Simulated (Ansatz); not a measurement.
The starting structures come from a database of crystals and need not be the phases stable at ambient conditions.

By PBEsol, the system below comes out a metal.

The ballistic (Sharvin) conductance counts the channels at the Fermi level: G/A = (e²/h) × channels of both spins per area.

Input:

```
Fe
1.0
    2.43416     0.00000     0.00000
   -1.21708     2.10804     0.00000
    0.00000     0.00000     3.84193
Fe
2
Direct
  0.33333   0.66667   0.25000
  0.66667   0.33333   0.75000
```

The cell is taken as given; by PBEsol it stands under a pressure of -1.4 GPa.

The current flows along the normal of the first two printed cell vectors, the (001) plane of the conventional cell. No spin-orbit coupling; the value is a mean over 0.1 eV about the Fermi level.

### Question
State the ballistic conductance per area according to PBEsol in Ansatz (an electronic-structure program).

### Answer
1.9 × 10¹⁵ S/m² for both spins.
